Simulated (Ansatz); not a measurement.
# C (model structure, started from the beta-W type, Pm-3n, No. 223, 8 atoms in the cell): lattice parameter a by level of theory

No measured value is used here.

| level (code) | value (Å) |
|---|---|
| LDA (Ansatz) | [?] |
| PBE (Ansatz) | [?] |
| PBEsol (Ansatz) | 3.818 |
| PBE-D3(BJ) (Ansatz) | 3.922 |
| r²SCAN (Ansatz) | 3.900 |
| r²SCAN+rVV10 (Ansatz) | 3.893 |

### Question
Fill in the missing entries.

### Answer

- LDA (Ansatz, a program for electronic structure), value (Å): 3.792
- PBE (Ansatz), value (Å): 3.877

PBE-D3(BJ): a distance lies near a switch of the dispersion term, which can move the cell. Cutoffs differ between the levels. Ansatz's density-functional and Hartree–Fock values are scalar-relativistic unless marked +SOC, with PAW data made under PBE.

A model structure was made by putting elements into a prototype or built by hand; it is no filed structure, need not be a known phase, and can be a saddle point held by its symmetry.
